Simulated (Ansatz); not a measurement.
**How far to go with zone-centre phonons against the mesh: CoGa (Pm-3m, 2 atoms in the cell)**

```yaml
crystal:
  lattice:
    - [2.88864, 0.00000, 0.00000]
    - [0.00000, 2.88864, 0.00000]
    - [0.00000, 0.00000, 2.88864]
  atoms:
    - { symbol: Ga, position: [0.50000, 0.50000, 0.50000] }
    - { symbol: Co, position: [0.00000, 0.00000, 0.00000] }
```

Computed with PBE (plane waves, PAW; Ansatz, a program for electronic structure).

Base settings: basis.ecutwfc = 420 eV; kpoints.mp_grid.grid = 11 11 11; hamiltonian.xc = pbe; hamiltonian.pseudopotentials = {kind: paw} (the program's default PAW files); scf.occupations.method = gaussian; scf.occupations.width = 0.1 eV.

In this ladder: phonons.method = dfpt.

Frequencies are those of the unrelaxed cell, without the LO-TO term of polar crystals.

Only quantities that move along the ladder and can be compared are tabulated.

The starting cell has typed, rounded lattice constants, without a prior relaxation at this level. Its lattice was rescaled by up to half a per cent. Spin polarisation is off.

Steps (kpoints.mp_grid.grid): 3 3 3; 4 4 4; 5 5 5; 6 6 6; 7 7 7; 9 9 9; 13 13 13; 17 17 17; 21 21 21; 26 26 26.

Q: What is the coarsest kpoints.mp_grid.grid that holds the highest zone-centre frequency within 2 cm⁻¹ of the last step, with all finer ones?

A: 4 4 4; the step before is off by 10 cm⁻¹.

| kpoints.mp_grid.grid | highest zone-centre frequency (cm⁻¹) |
|---|---|
| 3 3 3 | 213.4 |
| 4 4 4 | 223.3 |
| 5 5 5 | 224.4 |
| 6 6 6 | 224.5 |
| 7 7 7 | 223.8 |
| 9 9 9 | 223.2 |
| 13 13 13 | 223.5 |
| 17 17 17 | 223.4 |
| 21 21 21 | 223.5 |
| 26 26 26 | 223.4 |

Keys are those of Ansatz 0.2.
